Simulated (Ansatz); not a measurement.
Phonon-limited resistivity of Ti2Ga (P6_3/mmc) against temperature in μΩ·cm, PBEsol, DFPT electron-phonon coupling, linearised Boltzmann equation (Ansatz, a first-principles code), harmonic crystal at a fixed cell. x, y and z are the axes of this cell:
```yaml
crystal:
  lattice:
    - [4.47379, 0.00000, 0.00000]
    - [-2.23690, 3.87442, 0.00000]
    - [0.00000, 0.00000, 5.38721]
  atoms:
    - { symbol: Ti, position: [0.66667, 0.33333, 0.25000] }
    - { symbol: Ti, position: [0.33333, 0.66667, 0.75000] }
    - { symbol: Ti, position: [0.00000, 0.00000, 0.00000] }
    - { symbol: Ti, position: [0.00000, 0.00000, 0.50000] }
    - { symbol: Ga, position: [0.66667, 0.33333, 0.75000] }
    - { symbol: Ga, position: [0.33333, 0.66667, 0.25000] }
```

```json
[
 {"T": "50 K", "ρ (x, y)": "2.9", "ρ (z)": "1.14"},
 {"T": "77 K", "ρ (x, y)": "10.4", "ρ (z)": "4.1"},
 {"T": "100 K", "ρ (x, y)": "18.7", "ρ (z)": "?"},
 {"T": "150 K", "ρ (x, y)": "37", "ρ (z)": "?"},
 {"T": "200 K", "ρ (x, y)": "55", "ρ (z)": "22"},
 {"T": "250 K", "ρ (x, y)": "73", "ρ (z)": "29"},
 {"T": "273 K", "ρ (x, y)": "80", "ρ (z)": "32"},
 {"T": "300 K", "ρ (x, y)": "89", "ρ (z)": "36"}
]
```

What belongs in the gaps?


- 100 K, ρ (z): 7.3
- 150 K, ρ (z): 14.7

A metal at this level (no band gap). Only scattering by harmonic phonons is included (no impurities, grain boundaries, electron-electron scattering or thermal expansion). Spin-orbit coupling is left out. Values near or above 100 μΩ·cm, or paths under about 2 nm, lie near resistivity saturation, where the Boltzmann equation overshoots. Halving the electron mesh (24x24x16) moves the resistivity by up to 11 %. Smearing 0.20 eV; phonons on a 4x4x3 q mesh, which this run doesn't test and which matters most at low temperature.

Formula and space group known from diffraction (Crystallography Open Database), not checked to be the room-temperature form: Ti2Ga (P6_3/mmc).
